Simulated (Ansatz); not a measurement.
Corundum Ga₂O₃ (metastable phase) was calculated with LDA (Ansatz, a program for electronic structure, plane waves, PAW).

Numerical settings: plane-wave cutoff 520 eV, 6×6×6 k mesh, perturbation theory, scalar-relativistic PAW data made under PBE.

Cell (measured lattice):

```cif
data_Ga4O6
_chemical_formula_sum 'Ga4 O6'
_space_group_name_H-M_alt 'P 1'
_space_group_IT_number 1
_cell_length_a 5.32046
_cell_length_b 5.32046
_cell_length_c 5.32046
_cell_angle_alpha 55.810
_cell_angle_beta 55.810
_cell_angle_gamma 55.810
loop_
_space_group_symop_operation_xyz
  'x, y, z'
loop_
_atom_site_label
_atom_site_type_symbol
_atom_site_fract_x
_atom_site_fract_y
_atom_site_fract_z
_atom_site_occupancy
Ga1 Ga 0.14440 0.14440 0.14440 1
Ga2 Ga 0.64440 0.64440 0.64440 1
Ga3 Ga 0.85560 0.85560 0.85560 1
Ga4 Ga 0.35560 0.35560 0.35560 1
O1 O 0.25000 0.94725 0.55275 1
O2 O 0.55275 0.25000 0.94725 1
O3 O 0.75000 0.05275 0.44725 1
O4 O 0.05275 0.44725 0.75000 1
O5 O 0.44725 0.75000 0.05275 1
O6 O 0.94725 0.55275 0.25000 1
```

Question: Predict the high-frequency dielectric constant (mean over three axes) and static dielectric constant (mean over three axes).

Answer: 
- high-frequency dielectric constant (mean over three axes): 4.40
- static dielectric constant (mean over three axes): 15.2

Measured, for comparison: high-frequency dielectric constant 3.83, static dielectric constant 14.1 ± 0.1 (temperature not stated, no zero-point or thermal correction, mean of the two values across and the one along c; as tabulated in Stokey et al. (2021), arXiv:2108.12058). Computed (rounded) less measured: high-frequency dielectric constant +15 %, static dielectric constant +8 %.

Note: the cell isn't this level's own, so it is under some stress, which shifts stiffness and frequencies.

Computing time: about 60 core-minutes (a rough figure).
